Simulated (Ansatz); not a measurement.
Consider TiSi₂ (space group Cmcm, No. 63; a = 3.5461 Å, b = 13.5634 Å, c = 3.5798 Å). Axes: x, y, z lie along a, b, c of the conventional cell.

(Cell as relaxed with PBE.)

Levels (all Ansatz, a program for electronic structure, PAW): PBE (420 eV, spin-orbit coupling left out); r2SCAN (500 eV, without spin-orbit coupling).

Each level relaxes its own structure.

| base | PBE | r2SCAN |
|---|---|---|
| volume per atom | 14.35 Å³ | 14.16 Å³ |
| band gap | zero | zero |

Modification: biaxial strain +1.24 %, plane normal [001], relaxed out of plane (Cartesian); in-plane vectors clamped, the third vector and the atoms free.

```json
[
 {"quantity": "shortest interatomic distance", "PBE": "2.405 Å", "r2SCAN": "2.380 Å"},
 {"quantity": "band gap", "PBE": "zero", "r2SCAN": "zero"},
 {"quantity": "pressure (mean of the normal stresses, compression positive)", "PBE": "-1.9 GPa", "r2SCAN": "-2.1 GPa"}
]
```

PBE's shortest interatomic distance lies 0.0245 Å above r2SCAN's (1.0 %); the two agree on the band gap. Neither level is exact; r2SCAN is the comparison here, not a measurement.

Whether these cells are dynamically stable was not tested. All final runs are without spin polarisation.
